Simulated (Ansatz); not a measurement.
We consider zinc-blende BeS, described by LC-ωPBE in Ansatz (PAW).

Numerical settings: plane-wave cutoff 460 eV, 10×10×10 k mesh, Fermi–Dirac smearing 0.01 eV, scalar-relativistic PAW data made under PBE.

The volume scan:

```
V (Å³/atom)  E − E_lowest (meV/atom)
-----------  -----------------------
13.368                         12.62
13.719                          2.81
14.223                          0.00
14.423                          2.14
14.775                          9.93
```

Question: Estimate the bulk modulus and its pressure derivative from these points.

Answer: V0 = 14.084 Å³/atom, B0 = 106 GPa, B′ = 3.7 (fit to the energies at full precision).

Measured, for comparison: bulk modulus 105 GPa (room temperature, no zero-point or thermal correction; as tabulated in Narayana, Nesamony, Ruoff, Phys. Rev. B 56, no. 22 (1997)); equilibrium volume per atom 14.44 Å³/atom (room temperature, no zero-point or thermal correction; as tabulated in Narayana, Nesamony, Ruoff (BeS at high pressure; core.ac.uk copy)). Computed (rounded) less measured: bulk modulus +1.0 %, equilibrium volume per atom -2.5 %.

Computed values are for the static lattice.

Ansatz is an electronic-structure program.
